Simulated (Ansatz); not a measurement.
Consider BiB in the zinc blende structure (space group F-43m, No. 216; a = 5.457 Å; a hypothetical phase, not in the database extracts checked).

Modification: a fraction x = 0.667 of the Bi sites is given to P, ordered in a cell of 6 atoms (starting symmetry P3m1) and fully relaxed.

The other end (x = 1) is BP in the zinc blende structure (space group F-43m, No. 216): 11.54 Å³/atom, gap 1.11 eV.

Levels (all Ansatz, a quantum-chemistry and plane-wave program, PAW, earlier PAW set): PBEsol (420 eV, scalar-relativistic without spin-orbit coupling); PBEsol+SOC (420 eV, spin-orbit coupling included).

The geometry is relaxed with PBEsol.

| Property | Value |
|---|---|
| PBEsol pressure | 0.0 GPa |

With PBEsol+SOC at the same geometry, the pressure goes from zero to -0.2 GPa.

Single points use the geometry relaxed with PBEsol. Differences between runs with and without spin-orbit coupling are approximate. These are small ordered cells, not random alloys; other orderings at the same x differ. With Bi present, leaving out spin-orbit coupling can change the band edges. No phonon test of stability was made. The runs without spin-orbit coupling are not spin-polarised. The zero or small gap of BiB3P2 can change with the level of theory.
